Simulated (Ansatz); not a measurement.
The reference is ZnO in the wurtzite structure (space group P6_3mc, No. 186).

Space group P6₃mc (No. 186); a = 3.235 Å, b = 3.235 Å, c = 5.211 Å, α = 90.00°, β = 90.00°, γ = 120.00°

```csv
atom,site,symmetry,x,y,z
Zn,2b,3m.,0.6667,0.3333,0.0024
O,2b,3m.,0.3333,0.6667,0.1228
```

Method: Kohn–Sham DFT with the r2SCAN functional, run in Ansatz (an electronic-structure program) with PAW and 500 eV plane waves, no spin-orbit coupling, earlier PAW set.

Base values:

The valence-band top at Γ is 0.00, 0.00, -0.10 eV and the width of the top valence band is 1.83 eV.

It is then changed as follows: every lattice vector is shortened by 2.94 %, atoms relaxed at fixed cell.

Problem. What happens to the valence-band top at Γ?

Solution. The valence-band top at Γ (three highest levels, from the VBM) goes from 0.00, 0.00, -0.10 eV to 0.00, 0.00, -0.13 eV.

Problem. Estimate the effect on the width of the top valence band.

Solution. The width of the top valence band increases by 0.21 eV to 2.04 eV.

The levels and masses belong to the bands next to the band gap. The cells carry an imposed strain or load. Stability against distortions was not tested.
